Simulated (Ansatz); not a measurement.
**TiAl under a change: isotropic strain −2.11 %**

Consider TiAl in the CsCl type structure (space group Pm-3m, No. 221; a = 3.1581 Å; a cell from a computed database, its experimental status unchecked; relaxed with 0.1 eV smearing).

The change: an isotropic linear strain of −2.11 %; the atoms relax in the strained cell.

Calculations: Kohn–Sham DFT with the PBEsol functional, run in Ansatz (a quantum-chemistry and plane-wave program) with PAW and 420 eV plane waves, without spin-orbit coupling. Settings: 18×18×18 k-points, 0.1 eV Fermi–Dirac smearing.

| quantity | base | changed | shift |
|---|---|---|---|
| volume per atom | 15.75 Å³ | 14.77 Å³ | -0.98 Å³ |
| space group | Pm-3m (No. 221) | Pm-3m (No. 221) | – |
| shortest interatomic distance | 2.735 Å | 2.677 Å | -0.058 Å |
| energy relative to the base (free energy F) | 0 meV/atom | +25 meV/atom | +25 meV/atom |
| band gap | zero | zero | – |

Final structure:

```xyz
2
Lattice="3.0914 0.0000 0.0000 0.0000 3.0914 0.0000 0.0000 0.0000 3.0914" Properties=species:S:1:pos:R:3 pbc="T T T"
Ti     0.0000     0.0000     0.0000
Al     1.5457     1.5457     1.5457
```

Whether these cells are dynamically stable was not tested. The final runs are not spin-polarised. An odd electron count without spin: TiAl. TiAl has a high density of states at the Fermi level and may be magnetic at this level.
